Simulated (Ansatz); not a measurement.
Hypothetical CsCl type AsN: element substitutions

Base system: AsN in the CsCl type structure (space group Pm-3m, No. 221; a = 2.845 Å; a hypothetical phase, not in the database extracts checked).

Each row replaces one element on all its sites; cell and atoms are relaxed.

The values are results of PBE (Ansatz, a first-principles code; PAW; 420 eV plane waves; spin-orbit coupling left out), not measurements.

```csv
change,shortest interatomic distance,density
base,2.464 Å,6.41 g/cm³
As → P,2.320 Å,3.88 g/cm³
N → F,2.646 Å,5.47 g/cm³
As → Bi,2.758 Å,11.46 g/cm³
N → O,2.513 Å,6.18 g/cm³
```

Whether these cells are dynamically stable was not tested. As relaxed here, PN, AsF, BiN and AsO are hypothetical phases, not in the database extracts checked. All final runs are without spin polarisation. An odd electron count without spin: AsO.
